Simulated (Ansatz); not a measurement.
Worked example: self-consistent single point of TiNi (P2_1/m, 4 atoms in the cell) in Ansatz (an electronic-structure program).

Computed with PBEsol, default PAW files made with PBE (plane waves; Ansatz).

The change in words: lattice scaled by 1.03. Reference geometry:
```
CELL_PARAMETERS angstrom
      2.89169     0.00000     0.00000
      0.00000     3.96696     0.00000
     -1.26763     0.00000     4.65616
ATOMIC_POSITIONS crystal
  Ti 0.63045 0.75000 0.78293
  Ti 0.36955 0.25000 0.21707
  Ni 0.92338 0.75000 0.32890
  Ni 0.07662 0.25000 0.67110
```

Reference input (self-consistent single point, DFT, PBEsol, plane waves, default PAW files made with PBE): kpoints.mp_grid.grid = 12 8 7; kpoints.mp_grid.shift = 0.5 0.5 0.5; hamiltonian.xc = pbesol; hamiltonian.pseudopotentials = {kind: paw} (the program's default PAW files); scf.occupations.method = cold; scf.occupations.width = 0.136 eV. This run's input differs from it in these lines:

```diff
@@ -2,5 +2,5 @@
   lattice:
-    - [2.89169000, 0.00000000, 0.00000000]
-    - [0.00000000, 3.96696000, 0.00000000]
-    - [-1.26763400, 0.00000000, 4.65615800]
+    - [2.97844100, 0.00000000, 0.00000000]
+    - [0.00000000, 4.08596900, 0.00000000]
+    - [-1.30566300, 0.00000000, 4.79584300]
   atoms:
```

Log, with long lists cut:

```
SCF iter   1: F=—  HF=-16559.202834 eV  |F-HF|=—  |Δ(HF+E_count)|=         —  Δρ=2.39e-2  dr2=1.97e-1  ethr=1.77e-3  ⟨swp⟩=3.4  Hψ=18253  notcnv=0
all-band conjugate gradients solve this SCF's bands
preconditioner: auto → Kerker (q_TF=auto, 2.741 Å⁻¹)
SCF iter   2: F=—  HF=-16559.175811 eV  |F-HF|=—  |Δ(HF+E_count)|=   2.70e-2  S|Δr|=    0.00e0  Δρ=4.48e-3  dr2=9.62e-3  ethr=3.28e-4  ⟨swp⟩=2.7  Hψ=10609  notcnv=0  defer=89
   [... lines left out ...]
SCF iter   5: F=—  HF=-16559.173274 eV  |F-HF|=—  |Δ(HF+E_count)|=   4.16e-5  S|Δr|=    0.00e0  Δρ=1.80e-4  dr2=2.52e-5  ethr=5.02e-7  ⟨swp⟩=2.2  Hψ=8445  notcnv=0  defer=89
SCF iter   6: F=—  HF=-16559.173311 eV  |F-HF|=—  |Δ(HF+E_count)|=   3.73e-5  S|Δr|=    0.00e0  Δρ=5.65e-5  dr2=1.18e-6  ethr=4.20e-8  ⟨swp⟩=2.0  Hψ=8995  notcnv=0  defer=89
SCF iter   7: F=-16559.173311 eV  HF=-16559.173311 eV  |F-HF|=3.48e-8  |Δ(HF+E_count)|=   1.03e-7  S|Δr|=    0.00e0  Δρ=1.15e-5  dr2=6.64e-8  ethr=1.67e-10  ⟨swp⟩=6.0  Hψ=24742  notcnv=0
SCF 1 converged in 7 iterations: F = -16559.173311 eV  dr2 = 6.64e-8
Stability not checked (fill_not_monotonic)
Free energy (F): -16559.173311 eV
Internal energy: -16559.179509 eV  (E = F + TS)
E sigma→0 (E₀):  -16559.175377 eV
Entropy (-TS):   0.006197 eV (1.549 meV/atom)
Fermi energy:    14.538670 eV
--- Forces (eV/Å), atoms counted from 1 ---
  atom   1  Ti     0.01134071     0.00000000    -0.11426043
  atom   2  Ti    -0.01134071    -0.00000000     0.11426043
  atom   3  Ni    -0.02576412    -0.00000000     0.15817772
  atom   4  Ni     0.02576412     0.00000000    -0.15817772
--- Stress (GPa, compression-positive) ---
      -12.192298      -0.000000      -0.052324
       -0.000000     -14.147096       0.000000
       -0.052326       0.000000     -13.774513
  P = ⅓ Tr σ = -13.3713 GPa (-133.713 kbar)
  The stress holds the Pulay correction. Without it, at fixed plane waves, as pw.x and ABINIT print it: P = -13.3994 GPa
```

The run converged in 7 iterations. Against the reference run the free energy goes up by 58.6 meV/atom, the pressure goes from -0.75 to -13.37 GPa and the largest force goes from 0.113 to 0.160 eV/Å.

The starting cell comes from a database of computed structures (which also holds hypothetical and non-ambient phases and stackings), without a prior relaxation at this level. For this run, on top of that: lattice scaled by 1.03. Spin polarisation is off. Ansatz's pressure includes its estimate of the finite-basis (Pulay) stress.

Keys are those of Ansatz 0.2.
